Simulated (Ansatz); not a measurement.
An Ansatz (a first-principles code) run: HfO2 with a change (pressure −2 GPa); r2SCAN (Ansatz; PAW; 500 eV plane waves; spin-orbit coupling left out).

Input:

Ansatz 0.2 input:
```yaml
crystal:
  lattice:
    - [0, 2.5323773396, 2.5323773396]
    - [2.5323773396, 0, 2.5323773396]
    - [2.5323773396, 2.5323773396, 0]
  atoms:
    - { symbol: Hf, position: [0, 0, 0] }
    - { symbol: O, position: [0.25, 0.25, 0.25] }
    - { symbol: O, position: [0.75, 0.75, 0.75] }
basis: { ecutwfc: 500, ecutrho_ratio: 4, xc_grid: 4, fft_grid_basis: typed }
kpoints: { mp_grid: { grid: [11, 11, 11] } }
hamiltonian:
  xc: r2scan
  dispersion: none
  pseudopotentials: { kind: paw }
scf: { occupations: { method: fermi_dirac, width: 0.05 } }
relax: { f_tol: 0.01, max_steps: 60, cell: { stress_tol: 0.02, p_target: -2.0 } }
output: { forces: true, stress: true }
checkpoint: { write: state.ck, write_every: 1000 }
```

Output (explanatory and most iteration lines left out):

```
Relaxation: its limit of steps is 60 (relax.max_steps)
Pseudopotential: Hf, paw, valence charge 26
Pseudopotential: O, paw, valence charge 6
Crystal: 3 atoms, lattice volume = 32.480 Å³
Basis set: ecut = 500 eV, 869 PW (Γ), exchange–correlation on 108×108×108 points (64 copies of the dense FFT grid, shifted against one another)
Bands: 23, of which v1, the nominal top of the filled ones, is band 19 counted from 1 (18 counted from 0)
Symmetry: 48 space group operations
Space group: Fm-3m (ITA 225), of the structure as read, at distance tolerance 3.2e-5 Å
k-points: 56 of 1331
Functional: x = r2scan, c = r2scan; τ floored in thin density (d = 2e-4 eV/Å³)
SCF iter   1: F=—  HF=-16876.129033 eV  |F-HF|=—  |Δ(HF+E_count)|=         —  Δρ=1.18e-2  dr2=4.12e-2  dr2_τ=2.26e-1  ethr=1.77e-3  ⟨swp⟩=4.9  Hψ=4804  notcnv=0
SCF iter   2: F=—  HF=-16876.189879 eV  |F-HF|=—  |Δ(HF+E_count)|=   6.08e-2  Δρ=6.13e-3  dr2=3.67e-3  dr2_τ=2.50e-3  ethr=1.08e-4  ⟨swp⟩=2.1  Hψ=3027  notcnv=0
SCF 1 converged in 7 iterations: F = -16876.190197 eV  dr2 = 3.03e-8
relax step   1: F+E_penalty+E_count = -16876.19019652 eV  Δ(F+E_penalty+E_count) = +0.000e0 eV  max|allowed force component| = 2.120e-18 eV/Å  Δτ_max = 0.0000 Å  P = -1.003 GPa  Ω = 32.480 Å³  (7 SCF iters, dr2 threshold 1.00e-7 eV, accepted)
[... steps on the carried basis left out ...]
relax step   4: F+E_penalty+E_count = -16876.18904854 eV  Δ(F+E_penalty+E_count) = -7.679e-5 eV  max|allowed force component| = 1.426e-17 eV/Å  Δτ_max = 0.0000 Å  P = -2.004 GPa  Ω = 32.603 Å³  stress off target by 3.81e-3 GPa  SCF on the basis re-selected at this cell (its energy is not comparable with the rows above)  (4 SCF iters)
SCF converged after 4 iterations
Free energy (F): -16876.189049 eV
Internal energy: -16876.189049 eV  (E = F + TS)
E sigma→0 (E₀):  -16876.189049 eV
Fermi energy:    17.835721 eV
--- Forces (eV/Å), atoms counted from 1 ---
  atom   1  Hf    -0.00000000     0.00000000    -0.00000000
  atom   2  O      0.00000000     0.00000000     0.00000000
  atom   3  O     -0.00000000    -0.00000000    -0.00000000
--- Stress (GPa, compression-positive) ---
       -2.003808      -0.000000      -0.000000
       -0.000000      -2.003808      -0.000000
       -0.000000      -0.000000      -2.003808
  P = ⅓ Tr σ = -2.0038 GPa (-20.038 kbar)
--- Relaxed structure (3 steps of the walk, 3 accepted, 1 SCFs on fresh bases) ---
  cell:  # Å, volume = 32.6030 Å³
    - [-2.547686016447794e-35, 2.5355714706080605, 2.5355714706080605]
    - [2.5355714706080605, 5.095372032895589e-35, 2.5355714706080605]
    - [2.5355714706080605, 2.5355714706080605, 2.547686016447795e-35]
  atoms:
    - { symbol: Hf, position: [-2.2858586415470705e-36, 1.4400084222020354e-35, -1.4003978753449022e-35] }
    - { symbol: O, position: [0.24999999999999997, 0.24999999999999997, 0.24999999999999997] }
    - { symbol: O, position: [0.7499999999999999, 0.7499999999999999, 0.7499999999999999] }
```

With Hf present, leaving out spin-orbit coupling can change the band edges. Load acts through the strain it causes; cell and atoms are relaxed under it. No phonon test of stability was made. The cell was made from HfO$_{2}$ in the fluorite structure (space group Fm-3m, No. 225) by this change: pressure −2 GPa. This is not the structure that HfO2 has at room temperature and ambient pressure.
